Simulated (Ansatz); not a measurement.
The reference is Al2Cu (space group I4/mcm, No. 140; a = 6.006 Å, c = 4.790 Å).

Calculations: Ansatz (a first-principles code) r2SCAN, no SOC.

For the base:

The lattice parameter a comes out as 6.006 Å and the c/a ratio is 0.798.

Now apply this change: full substitution Al → B, then cell and atoms are relaxed.

Problem. How does this affect the lattice parameter a and c/a ratio?

Solution. The lattice parameter a shrinks by 1.1733 Å, from 6.006 Å to 4.832 Å; the c/a ratio grows by 0.144 to 0.942.

Whether these cells are dynamically stable was not tested. As relaxed here, CuB2 is a hypothetical phase, not in the database extracts checked. All final runs are without spin polarisation.
